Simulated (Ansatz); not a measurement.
# MgO: response to strain

The reference is MgO in the rock salt structure (space group Fm-3m, No. 225; a = 4.214 Å). Axes: x, y, z lie along the cube axes.

Strains are applied to the cell and any free atomic positions relax; under biaxial strain the out-of-plane vector relaxes too.

Levels (all Ansatz, a first-principles code, PAW): PBEsol (420 eV, without spin-orbit coupling); r2SCAN (500 eV, no SOC); HSE06 (420 eV, spin-orbit coupling left out).

Band gaps by level, all at the geometries relaxed with PBEsol:

| case | PBEsol | r2SCAN | HSE06 |
|---|---|---|---|
| base | 4.62 eV | 5.61 eV | 6.47 eV |
| biaxial strain +2.76 %, plane normal [001], relaxed out of plane | 4.22 eV | 5.19 eV | ___ |
| isotropic strain −4.62 % | 6.11 eV | 7.18 eV | ___ |
| isotropic strain +3.74 % | 3.64 eV | 4.57 eV | 5.37 eV |
| strain tensor (xx, yy, zz, yz, xz, xy) = (+0.25, +0.47, −0.09, +0.31, +0.22, +0.57) % | 4.51 eV | 5.50 eV | 6.35 eV |

Q: What belongs in the blanks?

A: 
- biaxial strain +2.76 %, plane normal [001], relaxed out of plane, HSE06: 6.01 eV
- isotropic strain −4.62 %, HSE06: 8.11 eV

Single points use the geometry relaxed with PBEsol. Stability against distortions was not tested. The base started in Pnma and relaxed to Fm-3m at this level.
